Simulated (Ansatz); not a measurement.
# CuAu: tensor shear ε_xz = +1.14 %

The reference is CuAu (space group P4/mmm, No. 123; a = 2.813 Å, c = 3.593 Å; relaxed with 0.1 eV smearing). Axes: x, y, z lie along a, b, c of the conventional cell.

Now apply this change: a pure shear with ε_xz = ε_zx = 0.0114, atoms relaxed at fixed cell.

Calculations: PBEsol, PAW, 420 eV (Ansatz, an electronic-structure program; scalar-relativistic without spin-orbit coupling). k-mesh 20×20×16 (Γ-centred); smearing 0.1 eV (Fermi–Dirac).

The volume per atom stays 14.21 Å³ and the space group changes from P4/mmm (No. 123) to P2/m (No. 10). The shortest interatomic distance drops by 2.1 pm, from 268.0 pm to 265.9 pm and the energy goes up by 1.6 meV/atom. The pressure (mean of the normal stresses, compression positive) is nearly the same (0.0 GPa against 0.1 GPa) and the band gap stays zero. The stress (xx, yy, zz, yz, xz, xy; compression positive) is (0.1, 0.1, 0.1, 0.0, -1.6, 0.0) GPa.

The cells carry an imposed strain or load. Whether these cells are dynamically stable was not tested. The final runs are not spin-polarised.
